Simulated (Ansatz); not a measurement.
**A computed series for ZnO: response to strain**

Consider ZnO in the wurtzite structure (space group P6_3mc, No. 186).

```
CELL_PARAMETERS angstrom
      3.27948     0.00000     0.00000
     -1.63974     2.84011     0.00000
      0.00000     0.00000     5.29371
ATOMIC_POSITIONS crystal
  Zn 0.33333 0.66667 0.00146
  Zn 0.66667 0.33333 0.50146
  O  0.33333 0.66667 0.38054
  O  0.66667 0.33333 0.88054
```

Cartesian axes are those of the cell as printed.

Strains are applied to the cell and any free atomic positions relax; under biaxial strain the out-of-plane vector relaxes too.

Calculations: Kohn–Sham DFT with the PBE functional, run in Ansatz (a first-principles code) with PAW and 420 eV plane waves, scalar-relativistic without spin-orbit coupling.

Notes on the quantities. in-plane stress: mean in-plane stress (compression positive).

| case | ratio −ε⊥/ε∥ | in-plane stress |
|---|---|---|
| biaxial strain +0.60 %, plane normal [001], relaxed out of plane | – | -1.2 GPa |
| biaxial strain +1.20 %, plane normal [001], relaxed out of plane | 0.93 | [?] |
| biaxial strain +1.80 %, plane normal [001], relaxed out of plane | [?] | -3.6 GPa |
| biaxial strain +2.40 %, plane normal [001], relaxed out of plane | 0.95 | -4.8 GPa |
| biaxial strain +3.00 %, plane normal [001], relaxed out of plane | 0.96 | -5.8 GPa |

Question: Fill in the withheld entries from the trend.

Answer: 
- biaxial strain +1.20 %, plane normal [001], relaxed out of plane, in-plane stress: -2.5 GPa
- biaxial strain +1.80 %, plane normal [001], relaxed out of plane, ratio −ε⊥/ε∥: 0.94

No phonon test of stability was made.
